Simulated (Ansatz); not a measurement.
## A computed series for HfN: response to strain

Take HfN in the rock salt structure (space group Fm-3m, No. 225; a = 4.4683 Å; relaxed with 0.1 eV smearing) as the base. Axes: x, y, z lie along the cube axes.

Strains are applied to the cell and any free atomic positions relax; under biaxial strain the out-of-plane vector relaxes too.

Computed with LDA/PAW in Ansatz (a first-principles code), no SOC.

Notes on the quantities. in-plane stress: mean in-plane stress (compression positive); energy relative to the base: free energy F.

```tsv
case	in-plane stress	energy relative to the base	volume per atom
base	–	0 meV/atom	11.15 Å³
biaxial strain −3.00 %, plane normal [001], relaxed out of plane	+27.3 GPa	+53 meV/atom	10.60 Å³
biaxial strain −2.00 %, plane normal [001], relaxed out of plane	+17.1 GPa	+23 meV/atom	10.78 Å³
biaxial strain −0.50 %, plane normal [001], relaxed out of plane	+3.9 GPa	+1.3 meV/atom	11.06 Å³
biaxial strain +0.50 %, plane normal [001], relaxed out of plane	-3.6 GPa	+1.3 meV/atom	11.24 Å³
biaxial strain +1.00 %, plane normal [001], relaxed out of plane	-7.0 GPa	+5.0 meV/atom	11.34 Å³
biaxial strain +1.50 %, plane normal [001], relaxed out of plane	-10.2 GPa	+11 meV/atom	11.43 Å³
biaxial strain +2.00 %, plane normal [001], relaxed out of plane	-13.2 GPa	+19 meV/atom	11.53 Å³
biaxial strain +2.50 %, plane normal [001], relaxed out of plane	-16.0 GPa	+30 meV/atom	11.62 Å³
biaxial strain +3.00 %, plane normal [001], relaxed out of plane	-18.6 GPa	+42 meV/atom	11.71 Å³
```

No phonon test of stability was made. The final runs are not spin-polarised. An odd electron count without spin: HfN.
